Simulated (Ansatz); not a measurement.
For Be (model structure, started from the diamond type, Fd-3m, No. 227, 2 atoms in the cell), LDA (Ansatz, a program for electronic structure, plane waves, PAW) gives:

| Item | Result |
|---|---|
| equilibrium lattice constant a | 4.825 Å |
| bulk modulus | 47.5 GPa |
| cohesive energy | 2.48 eV/atom |

Q: What does r²SCAN (plane waves, PAW; Ansatz) give for the same quantities?

A: 
- lattice constant a: 4.930 Å (increases by 2.2 %)
- bulk modulus: 43.3 GPa (falls by 8.8 %)
- cohesive energy: 2.08 eV/atom (shrinks by 0.40 eV/atom)

Changes are worked out from the printed values.

Unless a cell is named, each level is at its own relaxed cell (LDA 14.04, r²SCAN 14.98 Å³/atom).

Caveats: the bulk modulus is −V dP/dV from two relaxed cells at ±2 % in volume (LDA, r²SCAN). Ansatz's density-functional and Hartree–Fock values are scalar-relativistic unless marked +SOC, with PAW data made under PBE.

A model structure was made by putting elements into a prototype or built by hand; it is no filed structure, need not be a known phase, and can be a saddle point held by its symmetry.
